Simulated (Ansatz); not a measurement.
Ansatz (an electronic-structure program), DFT, PBE, plane waves, its default PAW files: Au(111) slab of 4 layers, 4x4, atoms displaced (Au64), unrelaxed, 64 atoms. Basis and mesh were picked for this test and aren't claimed converged.

| Item | Result |
|---|---|
| cell | 11.53, 11.53, 21.06 Å; 90, 90, 60° |
| distance to the nearest atom | 2.75 to 2.88 Å |
| task | single point |
| k mesh | 3×3×1 |
| hamiltonian.xc | pbe |
| kind of files | paw |
| scf.occupations.method | fermi_dirac |
| scf.occupations.width | 0.1 eV |
| output.forces | true |
| memory maximum (--max-ram) | 200GiB |
| accuracy | medium (default) |
| basis.precision | auto (default) |
| basis.xc_grid | 2 (default) |
| scf.eigensolver.kind | auto (default) |
| scf.mixing.algorithm | auto (default) |
| scf.mixing.preconditioner | auto (default) |
| scf.convergence.dr2_threshold | 1e-07 (default) |
| scf.lower_state_search | light (default) |
| k-points after symmetry | 5 |
| bands at the start | 672 |
| electrons | 1216 |
| plane waves at Γ | 47309 |
| cutoff (eV) | 420 |
| FFT grid | 80×80×144 |
| symmetry operations | 1 |

It runs on a single node (Arm Neoverse V2, 96 cores on 1 socket, no SMT, 1 L3 cache group).

Wall times, medians of two to five repeats, each run alone on the node (launch to exit). Unless noted, each process is bound to its own block of adjacent cores. The build: release build for Arm (Neoverse V2), one process with threads; another build can shift the numbers. Scratch files lie in a memory file system.

Started as
```bash
OMP_NUM_THREADS=72 ANSATZ_TIMINGS=1 ansatz run --backend cpu --threads 72 --max-ram 200GiB --events-out run.ndjson --runs-dir run.runs --progress --plain run.yaml
```
(72 threads) it takes 33 s and 8 SCF iterations.

Q: What happens to the run time with 48 threads?

A: About 44 s (2 runs within 1 %): 1.3× as long, on 48 cores in place of 72, so 0.88× the core-time. The largest move is in band solves (diag): 28 s to 38 s. Applications of H to a band go from 60529 to 60507. Change in the result: energy under 0.001 meV/atom, forces (largest component) under 0.001 meV/Å.

Keys are those of Ansatz 0.2.
